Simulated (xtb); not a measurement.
xtb 6.7.1, GFN2-xTB: Ti(SH)2(amdMe)2 (CC1[N](C)[Ti]2([SH])([SH])([N](C)C(C)=[N]->2C)<-[N]=1C), 35 atoms. The geometry is a generated start, not checked to be a minimum at this level.

| Quantity | Result |
|---|---|
| method | GFN2-xTB |
| --acc | 1 (default) |
| --etemp (K) | 300 (default) |
| detailed input (--input) | none: ANC optimiser, Lindh (1995) Hessian, microcycle=20, maxdispl=1.0, hlow=0.01 (default) |
| basis functions | 98 |
| valence electrons | 88 |

Charge 0 and multiplicity 1 are set for this test and not shown to be the ground state.

The structure is relaxed from this start with --opt LEVEL for the levels crude, sloppy, loose, lax, normal, tight, vtight, extreme, once each. Up to the end of the extreme run atoms move by at most 0.90 Å along an axis.

Problem. What is the loosest level that ends within 5 meV of the extreme run, and how many cycles does it take?

Solution. normal: 39 cycles against 111, ending 1.3 meV above.

```csv
level,cycles,energy above the extreme run (meV),gradient norm (eV/Å)
crude,1,51,0.12
sloppy,1,51,0.12
loose,1,51,0.12
lax,1,51,0.12
normal,39,1.3,0.024
tight,60,0.14,0.0090
vtight,77,0.013,0.0046
extreme,111,—,0.0024
```
